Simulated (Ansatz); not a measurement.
Take MgS in the rock salt structure (space group Fm-3m, No. 225; a = 5.182 Å) as the base. Axes: x, y, z lie along the cube axes.

Method: DFT with PBEsol, PAW potentials and a 420 eV plane-wave cutoff in Ansatz (a first-principles code), no spin-orbit coupling.

Strains are applied to the cell and any free atomic positions relax.

One change was made to it. Results:

```json
[
 {"quantity": "valence-band top at Γ (three highest levels, from the VBM)", "base": "0.00, 0.00, 0.00 eV", "after": "0.00, -0.06, -0.06 eV"},
 {"quantity": "energy relative to the base (free energy F)", "base": "0 meV/atom", "after": "+1.8 meV/atom"},
 {"quantity": "smallest direct gap", "base": "3.69 eV", "after": "3.53 eV"}
]
```

Problem. What was done to the base?
A. uniaxial strain ε_zz = −2.00 %
B. uniaxial strain ε_zz = +1.50 %
C. uniaxial strain ε_zz = +1.00 %

Solution. B, uniaxial strain ε_zz = +1.50 %. For comparison, the valence-band top at Γ in the other runs: uniaxial strain ε_zz = −2.00 % gives 0.00, 0.00, -0.09 eV; uniaxial strain ε_zz = +1.00 % gives 0.00, -0.04, -0.04 eV.

No phonon test of stability was made.
